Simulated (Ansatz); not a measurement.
## TiAl: pressure 9 GPa

Start from TiAl (space group P4/mmm, No. 123; a = 2.813 Å, c = 4.058 Å).

The change: cell and atoms relaxed at a pressure of 9 GPa.

The values are results of plane-wave PAW DFT at the r2SCAN level (Ansatz, a quantum-chemistry and plane-wave program, 500 eV), no SOC, not measurements. k-mesh 16×16×12 (Γ-centred); smearing 0.05 eV (Fermi–Dirac).

```json
[
 {"quantity": "density", "base": "3.87 g/cm³", "changed": "4.13 g/cm³", "shift": "+0.26 g/cm³"},
 {"quantity": "lattice parameter a", "base": "2.813 Å", "changed": "2.753 Å", "shift": "-0.060 Å"},
 {"quantity": "c/a ratio", "base": "1.443", "changed": "1.442", "shift": "-0.001"},
 {"quantity": "enthalpy H = E + PV relative to the base's energy", "base": "–", "changed": "+0.87 eV/atom", "shift": "–"},
 {"quantity": "band gap", "base": "zero", "changed": "zero", "shift": "–"}
]
```

Cost of the whole job for the changed cell (relaxation, final SCF and bands): about 100 core-seconds (a rough figure).

Load acts through the strain it causes; cell and atoms are relaxed under it. Stability against distortions was not tested. Competing high-pressure phases were not computed. All final runs are without spin polarisation.
